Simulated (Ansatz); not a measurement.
Start from BAs in the zinc blende structure (space group F-43m, No. 216).

```
CELL_PARAMETERS angstrom
      0.00000     2.39193     2.39193
      2.39193     0.00000     2.39193
      2.39193     2.39193     0.00000
ATOMIC_POSITIONS crystal
  B  0.00000 0.00000 0.00000
  As 0.25000 0.25000 0.25000
```

Cartesian axes are those of the cell as printed.

The values are results of r2SCAN (Ansatz, an electronic-structure program, PAW, no SOC), not measurements.

The change: an isotropic linear strain of −1.50 %; the atoms relax in the strained cell.

Task: Predict the stress tensor and what it implies for the stiffness.

Result: Stress of the strained cell less that of the base (GPa, compression positive):
```
   7.00    0.00    0.00
   0.00    7.00    0.00
   0.00    0.00    7.00
```

Then B = −ΔP/(ΔV/V₀) with ΔV/V₀ = -0.0443 gives secant stiffness values (nonlinear terms included at this strain): B ≈ 158 GPa.

As a check, the harmonic strain energy −½ V₀ Δσ:ε is 13 meV/atom; the computed energy rise is 13 meV/atom.

No phonon test of stability was made.
